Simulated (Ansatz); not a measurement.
Start from W in the bcc (W type) structure (space group Im-3m, No. 229; a = 3.135 Å; relaxed with 0.1 eV smearing).

The values are results of Kohn–Sham DFT with the LDA functional, run in Ansatz (a program for electronic structure) with PAW and 420 eV plane waves, spin-orbit coupling left out, not measurements.

Before the change:

The pressure is 0.0 GPa. The band gap comes out as zero.

The change: the cell is scaled by 1.0250 in all directions, atoms relaxed at fixed cell.

Problem. What happens to the pressure?

Solution. The pressure goes from zero to -21.3 GPa.

Problem. What does the calculation give for the energy relative to the base after the change?

Solution. The energy increases by 84 meV/atom.

Problem. Estimate the effect on the band gap.

Solution. The band gap is still zero.

The cells carry an imposed strain or load. No phonon test of stability was made. All final runs are without spin polarisation.
